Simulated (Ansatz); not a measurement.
# Variants of one calculation on MgI2 (P-3m1, 3 atoms in the cell)

```cif
data_I2Mg
_chemical_formula_sum 'Mg1 I2'
_space_group_name_H-M_alt 'P-3m1'
_space_group_IT_number 164
_space_group_name_Hall '-P 3 2"'
_cell_length_a 4.19568
_cell_length_b 4.19568
_cell_length_c 7.10573
_cell_angle_alpha 90.000
_cell_angle_beta 90.000
_cell_angle_gamma 120.000
loop_
_atom_site_label
_atom_site_type_symbol
_atom_site_symmetry_multiplicity
_atom_site_Wyckoff_symbol
_atom_site_fract_x
_atom_site_fract_y
_atom_site_fract_z
_atom_site_occupancy
Mg1 Mg 1 a 0.00000 0.00000 0.00000 1
I1 I 2 d 0.33333 0.66667 0.23408 1
```

Base run A: HSE06, default PAW files made with PBE (Ansatz, a first-principles code), self-consistent single point.

Its settings: basis.ecutwfc = 420 eV; kpoints.mp_grid.grid = 4 4 2; hamiltonian.xc = hse06; hamiltonian.pseudopotentials = {kind: paw} (the program's default PAW files); scf.occupations.method = fixed.

The starting cell comes from a database of computed structures (which also holds hypothetical and non-ambient phases and stackings), without a prior relaxation at this level. Spin-orbit coupling is off. Ansatz's pressure includes its estimate of the finite-basis (Pulay) stress.

ΔF is the free energy per atom less that of run A. A dash stands where there is no value to compare (another energy zero or no entropy term, no result, no spin, no clean gap, or a mesh too coarse for one). Absolute energies have different zeros for different potentials, functionals, Hubbard and dispersion terms and are not compared across them.

Run A gave: pressure (GPa) -0.13; largest force (eV/Å) 0.105; gap on the mesh (eV) 4.589; k-points 8.

Runs:
- B: hamiltonian.xc: hse06 → pbe [PBE]
- C: hamiltonian.xc: hse06 → pbe0 [PBE0]
- D: kpoints.mp_grid.shift: default → 0 0 0.5
- E: scf.convergence.dr2_threshold: default (1e-07 eV) → 0.001 eV
- F: scf.mixing.preconditioner: default (the program chose none) → kerker; scf.mixing.q_tf: default → 0.5
- G: scf.mixing.algorithm: default (the program chose MSR1) → broyden; scf.mixing.beta: default → 1
- H: scf.self_checks: default → high

Task: What does run B change against A?

Result: The pressure goes from -0.13 to 0.55 GPa, the largest force goes from 0.105 to 0.012 eV/Å and the gap on the mesh goes from 4.589 to 3.618 eV.

Task: What does run D change against A?

Result: The free energy stays essentially unchanged (within 1 meV/atom), the pressure stays at -0.13 GPa, the largest force moves little (0.105 to 0.104 eV/Å) and the gap on the mesh goes from 4.589 to 4.614 eV.

| run | ΔF (meV/atom) | pressure (GPa) | largest force (eV/Å) | gap on the mesh (eV) | k-points |
|---|---|---|---|---|---|
| A | 0.00 | -0.13 | 0.105 | 4.589 | 8 |
| B | – | 0.55 | 0.012 | 3.618 | 8 |
| C | – | -0.13 | 0.099 | 5.305 | 8 |
| D | -0.27 | -0.13 | 0.104 | 4.614 | 5 |
| E | 0.00 | -0.13 | 0.105 | 4.589 | 8 |
| F | 0.00 | -0.13 | 0.105 | 4.589 | 8 |
| G | 0.00 | -0.13 | 0.105 | 4.589 | 8 |
| H | 0.00 | -0.13 | 0.105 | 4.589 | 8 |

Keys are those of Ansatz 0.2.
